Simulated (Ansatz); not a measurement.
Base system: BeS in the zinc blende structure (space group F-43m, No. 216).

```xyz
2
Lattice="0.0000 2.4341 2.4341 2.4341 0.0000 2.4341 2.4341 2.4341 0.0000" Properties=species:S:1:pos:R:3 pbc="T T T"
S      3.6512     3.6512     3.6512
Be     0.0000     0.0000     0.0000
```

Cartesian axes are those of the cell as printed.

Computed with r2SCAN, PAW, 500 eV (Ansatz, a program for electronic structure; no SOC), earlier PAW set.

Strains are applied to the cell and any free atomic positions relax; under biaxial strain the out-of-plane vector relaxes too.

One change was made to it. Results:

| quantity | base | after |
|---|---|---|
| pressure | 0.00 GPa | 2.78 GPa |
| energy relative to the base (free energy F) | 0 meV/atom | +3.3 meV/atom |

Which change produced these results?
A. strain tensor (xx, yy, zz, yz, xz, xy) = (+0.53, +0.75, −0.02, +0.44, +2.28, +0.09) %
B. biaxial strain −4.70 %, plane normal [001], relaxed out of plane
C. isotropic strain −0.90 %
D. uniaxial strain ε_yy = −5.85 %

C, isotropic strain −0.90 %. For comparison, the energy relative to the base in the other runs: biaxial strain −4.70 %, plane normal [001], relaxed out of plane gives +40 meV/atom; uniaxial strain ε_yy = −5.85 % gives +26 meV/atom; strain tensor (xx, yy, zz, yz, xz, xy) = (+0.53, +0.75, −0.02, +0.44, +2.28, +0.09) % gives +9.2 meV/atom.

Whether these cells are dynamically stable was not tested.
